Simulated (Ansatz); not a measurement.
Consider GaS in the beta-GaS type structure (space group P6_3/mmc, No. 194; a = 3.5342 Å, c = 15.0389 Å; layered, stacked along the Cartesian z axis). Axes: x lies along a and z along c of the hexagonal cell.

Computed with Kohn–Sham DFT with the PBEsol-D3(BJ) functional, run in Ansatz (a quantum-chemistry and plane-wave program) with PAW and 420 eV plane waves, no SOC.

Strains are applied to the cell and any free atomic positions relax.

One change was made to it. Results:

| quantity | base | after |
|---|---|---|
| largest internal atomic displacement | – | 0.139 Å |
| pressure (mean of the normal stresses, compression positive) | 0.00 GPa | 11.01 GPa |
| band gap | 1.29 eV | 0.52 eV |
| smallest direct gap | 1.73 eV | 2.57 eV |

Problem. Which of these changes matches the shifts?
A. uniaxial strain ε_zz = +5.02 %
B. isotropic strain −0.65 %
C. isotropic strain −5.10 %
D. isotropic strain −2.72 %

Solution. C, isotropic strain −5.10 %. For comparison, the band gap in the other runs: isotropic strain −0.65 % gives 1.26 eV; isotropic strain −2.72 % gives 0.94 eV; uniaxial strain ε_zz = +5.02 % gives 1.68 eV.

No phonon test of stability was made.
